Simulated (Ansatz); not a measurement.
Structures of equal composition on the (0001) surface of 4H silicon carbide (Si plane on top): (√3x√3)R30° In adatom at H3; (√3x√3)R30° In adatom at T4. The slabs share one bottom face, and each structure is named by its start. These are constructed structures in small cells; real faces may alloy, dewet or reconstruct in larger ones, and not all known structures of the face are among them. Slabs of about 10 Å with all that they carry, Fermi-Dirac smearing of 0.025 eV. Bottom of the slabs: H caps. Relaxed from the named starts with such symmetry as they have, on meshes of like density; energies extrapolated to zero smearing; no spin-orbit coupling, no U. Spin-polarised runs, if any, are marked in brackets, and their order is one that fits the cell; the others ran without spin. Where a second, spin-polarised start was run, the lower counts.

Host crystal: 4H silicon carbide, with a band gap (PBE, scalar-relativistic without spin-orbit coupling).

The numbers are results of PBE (plane waves to 420 eV, PAW; Ansatz, a quantum-chemistry and plane-wave program), not measurements.

Problem. Put the candidates in order of energy per 1x1 cell, lowest first, for PBE.

Solution. (√3x√3)R30° In adatom at T4 (0.000 eV, gap 1.07 eV on the mesh), (√3x√3)R30° In adatom at H3 (0.109 eV, gap 0.78 eV on the mesh)
